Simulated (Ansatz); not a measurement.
Take NiSi2 (space group Fm-3m, No. 225; a = 5.389 Å; not spin-polarised; relaxed with 0.1 eV smearing) as the base.

Level of theory: r2SCAN (Ansatz, a program for electronic structure; PAW; 500 eV plane waves; without spin-orbit coupling), earlier PAW set.

For the base:

```
Quantity    Value
--------  -------
Pressure  0.0 GPa
Band gap     zero
```

The change: an isotropic linear strain of −0.97 %, atoms relaxed at fixed cell.

Problem. Estimate the effect on the energy relative to the base, pressure and band gap.

Solution. The energy increases by 5.8 meV/atom; the pressure goes from zero to 5.1 GPa; the band gap is still zero.

No phonon test of stability was made. Seeded moments were not kept for the base. The final runs are not spin-polarised.
